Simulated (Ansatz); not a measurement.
An Ansatz (a program for electronic structure) input (r2SCAN (Ansatz, PAW, scalar-relativistic without spin-orbit coupling)):

Ansatz 0.2 input:
```yaml
crystal:
  lattice:
    - [0, 3.2944643504, 3.2944643504]
    - [3.2944643504, 0, 3.2944643504]
    - [3.2944643504, 3.2944643504, 0]
  atoms:
    - { symbol: In, position: [0, 0, 0] }
    - { symbol: Sb, position: [0.25, 0.25, 0.25] }
basis: { ecutwfc: 500, ecutrho_ratio: 4, xc_grid: 4, fft_grid_basis: typed }
kpoints: { mp_grid: { grid: [12, 12, 12] } }
hamiltonian:
  xc: r2scan
  dispersion: none
  pseudopotentials: { kind: paw }
scf: { occupations: { method: fermi_dirac, width: 0.05 }, convergence: { dr2_threshold: 0.0000000002 } }
relax: { f_tol: 0.005, max_steps: 50 }
output: { forces: true, stress: true }
checkpoint: { write: state.ck, write_every: 1000 }
```

Q: Which symmetry and how many k-points will the program report, and about how many plane waves at Γ?

A: Space group F-43m (ITA 216) with 24 operations, k-points 72 of 1728, and 1837 plane waves at Γ.

Q: And the final pressure?

A: -0.63 GPa (compression positive).

The cells carry an imposed strain or load. Stability against distortions was not tested. All final runs are without spin polarisation. The cell was made from InSb in the zinc blende structure (space group F-43m, No. 216) by this change: isotropic strain +0.50 %.
